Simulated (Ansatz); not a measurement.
## A computed series for TiP: pressure series

Take TiP (space group P6_3/mmc, No. 194; a = 3.455 Å, c = 11.605 Å) as the base.

Cell and atoms are relaxed at each pressure.

Computed with PBEsol (Ansatz, a program for electronic structure; PAW; 420 eV plane waves; spin-orbit coupling left out).

| pressure (GPa) | volume per atom (Å³/atom) |
|---|---|
| -2 | 15.201 |
| -1 | 15.096 |
| 0 | 14.994 |
| 0.3 | 14.966 |
| 0.7 | 14.925 |
| 3 | 14.709 |
| 5 | ? |
| 7.5 | 14.327 |
| 10 | 14.134 |

Fit the third-order Birch–Murnaghan form P(V) = (3B₀/2)[(V₀/V)^(7/3) − (V₀/V)^(5/3)]·[1 + (3/4)(B₀′ − 4)((V₀/V)^(2/3) − 1)] (squares taken in P) to the rows shown and predict the withheld row.

Least squares on the printed values gives V₀ = 14.995 Å³/atom, B₀ = 150 GPa, B₀′ = 4.0; this predicts 14.533 Å³/atom, and the run gives 14.533 Å³/atom, in agreement.

Load acts through the strain it causes; cell and atoms are relaxed under it. No phonon test of stability was made. Competing high-pressure phases were not computed. The final runs are not spin-polarised.
